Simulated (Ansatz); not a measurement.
An Ansatz (a first-principles code) input for Bi2(Te,Se)3 alloy cell Bi6SeTe8 (tetradymite start):

Ansatz 0.2 input:
```yaml
crystal:
  lattice:
    - [13.2066667, 0.0, 0.0]
    - [-6.6033333, 11.4373088, 0.0]
    - [0.0, -2.5416242, 10.137037]
  atoms:
    - { symbol: Bi, position: [0.1333333, 0.2666667, 0.2] }
    - { symbol: Bi, position: [0.1333333, 0.6, 0.2] }
    - { symbol: Bi, position: [0.1333333, 0.9333333, 0.2] }
    - { symbol: Bi, position: [0.4666667, 0.2666667, 0.2] }
    - { symbol: Bi, position: [0.4666667, 0.6, 0.2] }
    - { symbol: Bi, position: [0.4666667, 0.9333333, 0.2] }
    - { symbol: Bi, position: [0.8, 0.2666667, 0.2] }
    - { symbol: Bi, position: [0.8, 0.6, 0.2] }
    - { symbol: Bi, position: [0.8, 0.9333333, 0.2] }
    - { symbol: Bi, position: [0.2, 0.4, 0.8] }
    - { symbol: Bi, position: [0.2, 0.7333333, 0.8] }
    - { symbol: Bi, position: [0.2, 0.0666667, 0.8] }
    - { symbol: Bi, position: [0.5333333, 0.4, 0.8] }
    - { symbol: Bi, position: [0.5333333, 0.7333333, 0.8] }
    - { symbol: Bi, position: [0.5333333, 0.0666667, 0.8] }
    - { symbol: Bi, position: [0.8666667, 0.4, 0.8] }
    - { symbol: Bi, position: [0.8666667, 0.7333333, 0.8] }
    - { symbol: Bi, position: [0.8666667, 0.0666667, 0.8] }
    - { symbol: Te, position: [1.0, 1.0, 1.0] }
    - { symbol: Se, position: [1.0, 0.3333333, 0.0] }
    - { symbol: Te, position: [1.0, 0.6666667, 0.0] }
    - { symbol: Te, position: [0.3333333, 0.0, 0.0] }
    - { symbol: Te, position: [0.3333333, 0.3333333, 0.0] }
    - { symbol: Te, position: [0.3333333, 0.6666667, 0.0] }
    - { symbol: Te, position: [0.6666667, 0.0, 0.0] }
    - { symbol: Te, position: [0.6666667, 0.3333333, 0.0] }
    - { symbol: Te, position: [0.6666667, 0.6666667, 0.0] }
    - { symbol: Te, position: [0.0703333, 0.1406667, 0.633] }
    - { symbol: Te, position: [0.0703333, 0.474, 0.633] }
    - { symbol: Te, position: [0.0703333, 0.8073333, 0.633] }
    - { symbol: Te, position: [0.4036667, 0.1406667, 0.633] }
    - { symbol: Te, position: [0.4036667, 0.474, 0.633] }
    - { symbol: Te, position: [0.4036667, 0.8073333, 0.633] }
    - { symbol: Te, position: [0.737, 0.1406667, 0.633] }
    - { symbol: Te, position: [0.737, 0.474, 0.633] }
    - { symbol: Te, position: [0.737, 0.8073333, 0.633] }
    - { symbol: Se, position: [0.263, 0.526, 0.367] }
    - { symbol: Te, position: [0.263, 0.8593333, 0.367] }
    - { symbol: Te, position: [0.263, 0.1926667, 0.367] }
    - { symbol: Te, position: [0.5963333, 0.526, 0.367] }
    - { symbol: Te, position: [0.5963333, 0.8593333, 0.367] }
    - { symbol: Te, position: [0.5963333, 0.1926667, 0.367] }
    - { symbol: Te, position: [0.9296667, 0.526, 0.367] }
    - { symbol: Se, position: [0.9296667, 0.8593333, 0.367] }
    - { symbol: Te, position: [0.9296667, 0.1926667, 0.367] }
basis:
  ecutwfc: 420
  ecutrho_ratio: 4
  xc_grid: 2
kpoints:
  mp_grid: { grid: [2, 2, 3] }
hamiltonian:
  xc: pbe
  dispersion: d3bj
  pseudopotentials: { kind: paw }
scf:
  n_extra_bands: 42
  occupations: { method: fermi_dirac, width: 0.01 }
output:
  forces: true
  stress: true
  eigenstates:
    kpoints:
      - [0.0, 0.0, 0.0]
      - [-0.5, 0.0, 0.0]
      - [-0.5, -0.5, 0.0]
      - [0.0, -0.5, -0.5]
    e_range: [-4.0, 6.0]
    localisation: true
relax:
  f_tol: 0.03
  max_steps: 90
  cell: { stress_tol: 0.15 }
```

Computed with PBE+D3(BJ) (plane waves to 420 eV, PAW; Ansatz). Scalar-relativistic, without spin–orbit coupling. Its k-point mesh 2×2×3, Fermi–Dirac width 0.01 eV.

Task: Write the closing report of this run, without the band table and long remarks, to eight decimals at most.

Result: 
```
SCF converged after 5 iterations
Free energy (F): -407094.794001 eV
Harris-Foulkes:  -407094.794001 eV  (|F-HF|=9.90e-10)
Internal energy: -407094.794001 eV  (E = F + TS)
E sigma→0 (E₀):  -407094.794001 eV
Entropy (-TS):   0.000000 eV (0.000 meV/atom)
Fermi energy:    9.490663 eV
--- Per-component energies (eV) ---
  E_band       = -9223.463360
  E_kinetic    = 10115.761643
  E_local      = -65321.329472  (includes V_loc(G=0)·N_el)
  E_nonlocal   = 869.864720
  E_hartree    = 32060.280193
  E_xc         = -6030.672592
  E_vxc        = -5402.518770  (∫ρ·V_xc dr)
  E_paw        = -309558.809175  (= ΣΔE_a)
  E_vpaw       = -13605.781036  (= ΣTr[D̂ρ^β])
  E_aug_tail   = -0.014060  (compensation charges beyond the density's cutoff)
  E_ewald      = -69209.867429
  E_disp       = -20.007828  (pairwise vdW)
  E_smearing   = 0.000000  (= −TS)
  E_closure    = 0.000000  (closes the sum)
  Σ components = -407094.794001   (vs F -407094.794001, Δ=0.00e0)
--- Forces (eV/Å), atoms counted from 1 ---
  atom   1  Bi    -0.00518103     0.02040464    -0.00050139
  atom   2  Bi     0.01091175    -0.01792798    -0.00398589
  atom   3  Bi    -0.01226689    -0.00710310    -0.00057587
  atom   4  Bi    -0.00324806    -0.00765147     0.00695999
  atom   5  Bi    -0.01507641    -0.01338908     0.00862023
  atom   6  Bi    -0.00332789     0.00952076     0.00582324
  atom   7  Bi     0.00604902    -0.00202639    -0.00765451
  atom   8  Bi     0.00194837     0.02534541    -0.00050254
  atom   9  Bi     0.01721819    -0.00775569    -0.00366573
  atom  10  Bi     0.00066863     0.00380071     0.00433859
  atom  11  Bi     0.00161314    -0.00371022     0.00051246
  atom  12  Bi    -0.00160093     0.00170358    -0.00263831
  atom  13  Bi     0.00470412     0.00069879    -0.00042149
  atom  14  Bi     0.00345409    -0.00054621    -0.00162665
  atom  15  Bi     0.00035017     0.00499189     0.00702288
  atom  16  Bi    -0.00243703    -0.00235291     0.01506301
  atom  17  Bi    -0.00273643     0.00032798     0.00582941
  atom  18  Bi    -0.00014711     0.00067158     0.01292263
  atom  19  Te    -0.00138604    -0.00984670    -0.00185752
  atom  20  Se    -0.00187320     0.00053609     0.00645694
  atom  21  Te    -0.00835962     0.00342321    -0.00311357
  atom  22  Te     0.00844468     0.00469599    -0.00053140
  atom  23  Te     0.00156385    -0.00028637     0.00216528
  atom  24  Te    -0.00103883     0.00063503    -0.00539014
  atom  25  Te    -0.00701652     0.00467017    -0.00133164
  atom  26  Te     0.00074402    -0.00918550    -0.01389316
  atom  27  Te     0.00768862     0.00402745     0.00002235
  atom  28  Te    -0.00055566     0.00323158    -0.00725668
  atom  29  Te     0.00125787    -0.00165168    -0.00604451
  atom  30  Te     0.00048931     0.00109831    -0.01391287
  atom  31  Te    -0.00225857    -0.00171311    -0.01449178
  atom  32  Te    -0.00115836    -0.00162855    -0.00971507
  atom  33  Te    -0.00111337     0.00202847    -0.01287832
  atom  34  Te     0.00272284     0.00026782    -0.01539469
  atom  35  Te    -0.00056199     0.00050821    -0.01746651
  atom  36  Te    -0.00165754     0.00050314    -0.01185624
  atom  37  Se     0.00051065    -0.00235676    -0.01255149
  atom  38  Te     0.00261129    -0.00140417     0.01746949
  atom  39  Te     0.00127421     0.00393685     0.01548418
  atom  40  Te    -0.00548000     0.00029113     0.01309391
  atom  41  Te    -0.00117380    -0.00363078     0.01699007
  atom  42  Te     0.00007693    -0.00192858     0.01004428
  atom  43  Te     0.00598823    -0.00194987     0.01212185
  atom  44  Se    -0.00090870    -0.00483455    -0.00184665
  atom  45  Te     0.00027073     0.00556114     0.01015854
  max |Σ_I F_I| component: 5.27e-6 eV/Å
--- Stress (GPa, compression-positive) ---
        0.005570      -0.000391      -0.001527
       -0.000391       0.004852       0.000004
       -0.001527       0.000004      -0.010013
  P = ⅓ Tr σ = 0.0001 GPa (0.001 kbar)
--- Relaxed structure (4 steps of the walk, 4 accepted, 1 SCFs on fresh bases) ---
  F+E_penalty+E_count = -407094.79400124 eV   max|allowed force component| = 2.535e-2 eV/Å   (the final SCF, on the basis selected at the relaxed cell)
  cell:  # Å, volume = 1489.6472 Å³
    - [13.07479335, 9.58960621e-6, 0.00026600]
    - [-6.53738832, 11.31972866, 0.00293802]
    - [0.00020233, -2.51277446, 10.06428622]
  atoms:
    - { symbol: Bi, position: [0.13279018, 0.27335595, 0.19721068] }
    - { symbol: Bi, position: [0.13277321, 0.59165207, 0.19611355] }
    - { symbol: Bi, position: [0.12891369, 0.93163554, 0.20413205] }
    - { symbol: Bi, position: [0.46719913, 0.26796254, 0.20200488] }
    - { symbol: Bi, position: [0.46206828, 0.59817515, 0.20389583] }
    - { symbol: Bi, position: [0.46656751, 0.93286370, 0.20139873] }
    - { symbol: Bi, position: [0.80506154, 0.26840469, 0.19458633] }
    - { symbol: Bi, position: [0.80238742, 0.60533967, 0.20446920] }
    - { symbol: Bi, position: [0.80269201, 0.93155566, 0.20412705] }
    - { symbol: Bi, position: [0.19477969, 0.39730708, 0.80308832] }
    - { symbol: Bi, position: [0.19918136, 0.73346704, 0.79791002] }
    - { symbol: Bi, position: [0.19963627, 0.06616617, 0.79855559] }
    - { symbol: Bi, position: [0.53222173, 0.39990002, 0.79771838] }
    - { symbol: Bi, position: [0.53407734, 0.73349833, 0.79809045] }
    - { symbol: Bi, position: [0.53249884, 0.06545016, 0.80011116] }
    - { symbol: Bi, position: [0.87149165, 0.39944310, 0.80509505] }
    - { symbol: Bi, position: [0.86732757, 0.73450626, 0.80242186] }
    - { symbol: Bi, position: [0.87031836, 0.07321480, 0.80642364] }
    - { symbol: Te, position: [1.00236412, 1.00359762, 1.00352912] }
    - { symbol: Se, position: [1.00034346, 0.33353323, -7.14832286e-5] }
    - { symbol: Te, position: [1.00172350, 0.66630755, 0.00311500] }
    - { symbol: Te, position: [0.33079101, -0.00043298, 0.00362066] }
    - { symbol: Te, position: [0.33404104, 0.33326709, -0.00033194] }
    - { symbol: Te, position: [0.33385327, 0.66685302, -0.00147931] }
    - { symbol: Te, position: [0.66782385, -0.00150084, 0.00344434] }
    - { symbol: Te, position: [0.66771624, 0.33695362, 0.00187639] }
    - { symbol: Te, position: [0.66326737, 0.66520988, 0.00323486] }
    - { symbol: Te, position: [0.06746977, 0.13701433, 0.62630039] }
    - { symbol: Te, position: [0.07119895, 0.47302116, 0.62603343] }
    - { symbol: Te, position: [0.06687602, 0.80616293, 0.62593041] }
    - { symbol: Te, position: [0.40331757, 0.13822587, 0.62532063] }
    - { symbol: Te, position: [0.39724200, 0.47198930, 0.62835590] }
    - { symbol: Te, position: [0.40226360, 0.80466329, 0.62553370] }
    - { symbol: Te, position: [0.73678888, 0.13986570, 0.62938824] }
    - { symbol: Te, position: [0.74073394, 0.47305071, 0.63201756] }
    - { symbol: Te, position: [0.74255547, 0.81294364, 0.63089194] }
    - { symbol: Se, position: [0.25998864, 0.52240086, 0.35311170] }
    - { symbol: Te, position: [0.25986017, 0.85333848, 0.37020323] }
    - { symbol: Te, position: [0.26016234, 0.19623974, 0.37062244] }
    - { symbol: Te, position: [0.59717144, 0.52893737, 0.37667880] }
    - { symbol: Te, position: [0.59697193, 0.85999293, 0.37487858] }
    - { symbol: Te, position: [0.60214792, 0.19579940, 0.36944715] }
    - { symbol: Te, position: [0.93181207, 0.52715450, 0.37261636] }
    - { symbol: Se, position: [0.92823691, 0.85648937, 0.35550181] }
    - { symbol: Te, position: [0.93129274, 0.19502429, 0.37287732] }
```

Cost: very roughly 30 core-minutes.
